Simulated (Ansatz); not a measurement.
Zinc-blende KBr (model structure) was calculated with PBE0 in Ansatz (plane waves, PAW).

Numerical settings: plane-wave cutoff 500 eV, 6×6×6 k mesh, gaussian smearing 0.02 eV, scalar-relativistic PAW data made under PBE.

Cell (relaxed with r²SCAN):

```
KBr
1.0
    0.00000     3.68812     3.68812
    3.68812     0.00000     3.68812
    3.68812     3.68812     0.00000
K Br
1 1
Cartesian
  0.00000   0.00000   0.00000
  1.84406   1.84406   1.84406
```

Question: What does this level give for the band gap?

Answer: 
- band gap: 6.12 eV (on the SCF k mesh)

Note: the relaxation could raise the start's symmetry but not lower it, so the cell can be a saddle point.

Spin–orbit coupling is not included.

Static lattice: no zero-point or thermal effects.

A model structure was made by putting elements into a prototype or built by hand; it is no filed structure, need not be a known phase, and can be a saddle point held by its symmetry.

Ansatz is an electronic-structure program.
